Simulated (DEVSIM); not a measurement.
Structure: Al/SiO2/n-Ge capacitor, at 300 K.

```tsv
layer (left to right)	material	thickness (nm)	Nd (cm⁻³)
1	SiO2	1.30	-
2	Ge	11000	2.7e15
```

Metal gate on the left, work function 4.1 eV. Fixed charge at the semiconductor interface -1.6e11 cm⁻² (in units of +e); interface traps 1e11 cm⁻² eV⁻¹, uniform in energy, neutral level at 0.5 of the gap above the valence band.

This is a model device: material constants are rounded textbook-type values typed into the input, and sizes, dopings and lifetimes were drawn at random. Values at 300 K.

```csv
parameter,SiO2,Ge
gap (eV),9,0.664
affinity (eV),0.9,4
permittivity,3.9,16
Nc (cm⁻³),-,1.04e19
Nv (cm⁻³),-,6e18
```

Simulated with DEVSIM: 1D Poisson equation in equilibrium, Boltzmann statistics, complete ionisation; no quantum confinement or tunnelling. Metal contacts follow the ideal Schottky-Mott rule: no Fermi-level pinning, no interface dipoles.

### Question
Give the band bending (positive: bands bend down) and minority sheet density.

### Answer

```tsv
Vg (V)	ψs (V)	minority carriers (cm⁻²)
-0.65	-0.448	1.5e12
-0.5	-0.372	2.6e11
-0.35	-0.239	4.2e9
-0.2	-0.093	2.0e8
-0.05	0.049	1.8e8
0.1	0.158	1.8e8
```
